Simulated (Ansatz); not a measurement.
**OH on the (0001) surface of wurtzite GaN (2x2 N adatom at H3; a constructed slab, bottom: 3 H on 4 bottom sites), one in a cell of 36 Å², started at the site 'over Ga at depth 1.1 Å #2'**

Host crystal: wurtzite GaN, with a band gap (PBE, scalar-relativistic without spin-orbit coupling).

These are PBE (plane waves to 420 eV, PAW; Ansatz, an electronic-structure program) values and carry that method's errors.

Model: 46-atom slab, 13.4 Å thick at the start with caps and adatoms under the adsorbate (thin: gaps and levels are the slab's own), 4x4x1 mesh, Fermi-Dirac 0.01 eV, dipole correction, 23 atoms held, the rest relaxed; no symmetry held; spin-polarised, ending with about 1.0 μB a cell; orders that need a larger cell were not tried, no spin-orbit, no U, no dispersion correction. At the end it is bonded to Ga. In PBE it is, or lies within 0.03 eV of, the lowest of the starts that converged.

adsorption energy against H2O(g) − ½ H2(g): -0.35 eV
gap of the slab on its k-mesh: 1.00 eV
highest filled level below the top vacuum level: 6.25 eV
change of the step from the bottom to the top vacuum level, against the clean slab: -0.55 eV
energy released by relaxation: 2.65 eV
height of the binding atom over the mean of the host atoms within 0.3 Å of the top one: 0.561 Å
magnetic moment of the cell: 1.00 μB
nearest host atoms of the binding atom: Ga at 1.84 Å, N at 2.91 Å, N at 3.20 Å
largest move of a host atom: 0.41 Å
caution: the clean host was not checked against rearrangement in a larger or rattled cell
note: in the relaxation the adsorbate left its starting site by 3.3 Å

A negative adsorption energy means that the adsorbate is more stable on the surface than in its reference.
